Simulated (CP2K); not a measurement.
Input and output of a self-consistent single point for CsLi₃F₄ (C2/m, 16 atoms in the cell) (CP2K)

Level of theory: CP2K with PBEsol, GPW, DZVP-MOLOPT-SR-GTH basis, GTH-PBE potentials (GTH_POTENTIALS).

Input:

```
&GLOBAL
  PROJECT scf
  RUN_TYPE ENERGY_FORCE
  PRINT_LEVEL LOW
&END GLOBAL
&FORCE_EVAL
  METHOD Quickstep
  STRESS_TENSOR ANALYTICAL
  &DFT
    BASIS_SET_FILE_NAME BASIS_MOLOPT
    POTENTIAL_FILE_NAME GTH_POTENTIALS
    &QS
      METHOD GPW
      EPS_DEFAULT 1E-10
    &END QS
    &MGRID
      CUTOFF 550
      REL_CUTOFF 50
      NGRIDS 5
    &END MGRID
    &SCF
      SCF_GUESS ATOMIC
      EPS_SCF 1E-7
      MAX_SCF 100
      ADDED_MOS 15
      &DIAGONALIZATION
        ALGORITHM STANDARD
      &END DIAGONALIZATION
      &MIXING
        METHOD BROYDEN_MIXING
        ALPHA 0.4
        NBUFFER 12
        BETA 1
      &END MIXING
    &END SCF
    &KPOINTS
      SCHEME MONKHORST-PACK 5 5 3
    &END KPOINTS
    &XC
      &XC_FUNCTIONAL
        &PBE
          PARAMETRIZATION PBESOL
        &END PBE
      &END XC_FUNCTIONAL
    &END XC
    &PRINT
      &MO
        EIGENVALUES T
        OCCUPATION_NUMBERS T
        NDIGITS 8
        FILENAME mo
        &EACH
          QS_SCF 0
        &END EACH
        ADD_LAST NUMERIC
      &END MO
      &MULLIKEN OFF
      &END MULLIKEN
    &END PRINT
  &END DFT
  &SUBSYS
    &CELL
      A 5.89636900 0.00000000 0.00000000
      B 3.18685600 4.96095800 0.00000000
      C -2.61219400 -1.42669500 7.40666800
      PERIODIC XYZ
    &END CELL
    &COORD
      Cs       5.36458822     2.92996100     1.98172809
      Cs       1.10644278     0.60430200     5.42493991
      Li       7.27415070     3.97290074     5.11223039
      Li      -0.80311970    -0.43863774     2.29443761
      Li       2.70258675     1.47606352     2.43160910
      Li       3.76844425     2.05819948     4.97505890
      Li       1.76881408     0.96606790     0.27212098
      Li       4.70221692     2.56819510     7.13454702
      F        2.55911267     3.00558506     3.70333400
      F        3.91191833     0.52867794     3.70333400
      F        4.05271178     0.60486592     6.40610122
      F        2.41831922     2.92939708     1.00056678
      F        3.77172096     0.45139856     1.00056678
      F        2.69931004     3.08286444     6.40610122
      F        0.99246548     0.54205171     2.05668357
      F        5.47856552     2.99221129     5.34998443
    &END COORD
    &KIND Cs
      BASIS_SET DZVP-MOLOPT-SR-GTH-q9
      POTENTIAL GTH-PBE-q9
    &END KIND
    &KIND Li
      BASIS_SET DZVP-MOLOPT-SR-GTH-q3
      POTENTIAL GTH-PBE-q3
    &END KIND
    &KIND F
      BASIS_SET DZVP-MOLOPT-SR-GTH-q7
      POTENTIAL GTH-PBE-q7
    &END KIND
  &END SUBSYS
  &PRINT
    &FORCES ON
    &END FORCES
    &STRESS_TENSOR ON
    &END STRESS_TENSOR
  &END PRINT
&END FORCE_EVAL
```

Log, with long lists cut:

```
 GLOBAL| Method name                                                        CP2K
 GLOBAL| Project name                                                        scf
 GLOBAL| Run type                                                   ENERGY_FORCE

 TOTAL NUMBERS AND MAXIMUM NUMBERS

  Total number of            - Atomic kinds:                                   3
                             - Atoms:                                         16
                             - Shell sets:                                    16
                             - Shells:                                        76
                             - Primitive Cartesian functions:                 82
                             - Cartesian basis functions:                    178
                             - Spherical basis functions:                    168

  Maximum angular momentum of- Orbital basis functions:                        2
                             - Local part of the GTH pseudopotential:          6
                             - Non-local part of the GTH pseudopotential:      3

 SCF PARAMETERS         Density guess:                                    ATOMIC
                        max_scf:                                             100
                        max_diis:                                              4
                        eps_scf:                                        1.00E-07
                        eps_diis:                                       1.00E-01
                        eps_eigval:                                     1.00E-05
                        level_shift [a.u.]:                             0.000000
                        added MOs                                        15    0
                        Mixing method:                            BROYDEN_MIXING
                                                charge density mixing in g-space
                        No outer SCF

 Extrapolation method: initial_guess

 Number of electrons:                                                         92
 Number of occupied orbitals:                                                 46
 Number of molecular orbitals:                                                61

 Number of orbital functions:                                                168
 Number of independent orbital functions:                                    168

 SCF WAVEFUNCTION OPTIMIZATION

  Step     Update method      Time    Convergence         Total energy    Change
     1 NoMix/Diag. 0.40E+00      -     0.71790653      -279.2522717154 -2.79E+02
     2 Broy./Diag. 0.40E+00      -     0.07611018      -269.9971389074  9.26E+00
     3 Broy./Diag. 0.40E+00      -     0.06888551      -278.2380640041 -8.24E+00
     4 Broy./Diag. 0.40E+00      -     0.12611395      -278.6213525290 -3.83E-01
     5 Broy./Diag. 0.40E+00      -     0.02298505      -278.6714606095 -5.01E-02
     6 Broy./Diag. 0.40E+00      -     0.01606680      -279.0722040658 -4.01E-01
     7 Broy./Diag. 0.40E+00      -     0.00360811      -278.9836620146  8.85E-02
   [... 9 lines left out ...]
    17 Broy./Diag. 0.40E+00      -     0.00000174      -279.0000125350  3.50E-06
    18 Broy./Diag. 0.40E+00      -     0.00000169      -279.0000133958 -8.61E-07
    19 Broy./Diag. 0.40E+00      -     0.00000045      -279.0000154899 -2.09E-06
    20 Broy./Diag. 0.40E+00      -     0.00000017      -279.0000161068 -6.17E-07
    21 Broy./Diag. 0.40E+00      -     0.00000005      -279.0000160609  4.59E-08

  *** SCF run converged in    21 steps ***

  Electronic density on regular grids:        -91.9999999843        0.0000000157
  Core density on regular grids:               91.9999999933       -0.0000000067
  Total charge density on r-space grids:        0.0000000090
  Total charge density g-space grids:           0.0000000090

  Overlap energy of the core charge distribution:               0.00000000000003
  Self energy of the core charge distribution:               -637.21069620053970
  Core Hamiltonian energy:                                    163.25069861196863
  Hartree energy:                                             249.21167061192057
  Exchange-correlation energy:                                -54.25168908424483

  Total energy:                                              -279.00001606089535

 ENERGY| Total FORCE_EVAL ( QS ) energy [hartree]           -279.000015863609462

 FORCES| Atomic forces [hartree/bohr]
 FORCES|   Atom     x               y               z               |f|
 FORCES|      1 -2.88425737E-04 -1.57511585E-04 -8.70289363E-04   9.30270327E-04
 FORCES|      2  2.88430767E-04  1.57558644E-04  8.70297861E-04   9.30287805E-04
 FORCES|      3  1.72376356E-04  9.41170439E-05 -1.23207081E-04   2.31843936E-04
 FORCES|      4 -1.72386116E-04 -9.41253117E-05  1.23216680E-04   2.31859651E-04
 FORCES|      5 -6.72055479E-04 -3.67068141E-04  1.01377839E-03   1.27048975E-03
 FORCES|      6  6.72124557E-04  3.67018236E-04 -1.01378911E-03   1.27052043E-03
 FORCES|      7 -1.02579084E-03 -5.60303136E-04 -8.18848814E-04   1.42712993E-03
 FORCES|      8  1.02575583E-03  5.60278256E-04  8.18845442E-04   1.42709306E-03
 FORCES|      9  7.87921112E-04 -1.44263208E-03  9.93407796E-08   1.64377827E-03
 FORCES|     10 -7.87941709E-04  1.44263786E-03 -5.22811747E-08   1.64379322E-03
 FORCES|     11  2.10384103E-03  1.08545937E-03  7.00467283E-05   2.36839094E-03
 FORCES|     12 -2.10383621E-03 -1.08543312E-03 -7.00738376E-05   2.36837543E-03
 FORCES|     13 -2.05024981E-03 -1.18341052E-03 -6.99405282E-05   2.36830665E-03
 FORCES|     14  2.05022817E-03  1.18343251E-03  6.99826394E-05   2.36830016E-03
 FORCES|     15  1.98984971E-03  1.08679608E-03 -2.86005135E-03   3.64972894E-03
 FORCES|     16 -1.98984587E-03 -1.08681216E-03  2.85998752E-03   3.64968162E-03
 FORCES| Sum    -4.24171101E-09  1.95930320E-09  2.23701517E-09
 FORCES| Total atomic force                                       5.18027202E-09

 STRESS| Analytical stress tensor [bar]
 STRESS|                        x                   y                   z
 STRESS|      x       -1.83267161870E+04   2.76383619870E+03  -1.60322868464E+02
 STRESS|      y        2.76383619870E+03  -2.18772797324E+04  -8.73284170205E+01
 STRESS|      z       -1.60322868464E+02  -8.73284170205E+01  -1.84114939946E+04
 STRESS| 1/3 Trace                                            -1.95384966380E+04
```

The run converged in 21 iterations.

The starting cell comes from a database of computed structures (which also holds hypothetical and non-ambient phases and stackings), without a prior relaxation at this level. Values carry the incompleteness of an atom-centred basis. The potentials were made for another functional than the one used.

Cost on one core of a shared machine: roughly 2 min.
